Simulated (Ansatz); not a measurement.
Start from La (space group P6_3/mmc, No. 194; a = 3.7856 Å, c = 12.0327 Å).

Level of theory: r2SCAN in Ansatz (plane waves to 500 eV, PAW, no spin-orbit coupling).

One change was made to it. Results:

The c/a ratio increases by 0.014 (3.179 → 3.193); the shortest interatomic distance falls by 0.2946 Å (3.718 Å → 3.424 Å).

**Question.** What was done to the base?
A. La → Ca
B. La → Lu
C. La → Sc

**Answer.** B, La → Lu. For comparison, the c/a ratio in the other runs: La → Ca gives 3.284; La → Sc gives 3.181.

No phonon test of stability was made. The final runs are not spin-polarised. This is not the structure that Ca has at room temperature and ambient pressure.

Ansatz is an electronic-structure program.
